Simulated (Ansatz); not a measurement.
Take SiC in the wurtzite structure (space group P6_3mc, No. 186; a = 3.076 Å, c = 5.048 Å) as the base. Axes: x lies along a and z along c of the hexagonal cell.

Perturbation: biaxial strain −2.58 %, plane normal [001], relaxed out of plane (Cartesian); in-plane vectors clamped, the third vector and the atoms free.

Levels (all Ansatz, an electronic-structure program, PAW): PBEsol (420 eV, no spin-orbit coupling); r2SCAN (500 eV, spin-orbit coupling left out); HSE06 (420 eV, without spin-orbit coupling).

One geometry, relaxed with PBEsol, under each level:

| level | band gap | lowest conduction level above the VBM at special points | electron mass | pressure |
|---|---|---|---|---|
| PBEsol | 1.76 eV | K 1.76 eV; M 2.88 eV; L 3.03 eV; H 4.86 eV | 0.26 mₑ out of plane, 0.41 mₑ in plane (at K) | 11.48 GPa |
| r2SCAN | 2.29 eV | K 2.29 eV; M 3.47 eV; L 3.57 eV; H 5.46 eV | 0.26 mₑ out of plane, 0.42 mₑ in plane (at K) | 11.70 GPa |
| HSE06 | 2.80 eV | K 2.80 eV; M 3.99 eV; L 4.14 eV; Γ 6.83 eV | – | – |

Single points use the geometry relaxed with PBEsol. Their cutoffs differ, which shifts pressures a little. The hybrid gap comes from the SCF mesh plus the semilocal run's edge points and a few special points and is an upper bound. Masses are band curvatures over ±0.01 Å⁻¹ around the edge. Whether these cells are dynamically stable was not tested.
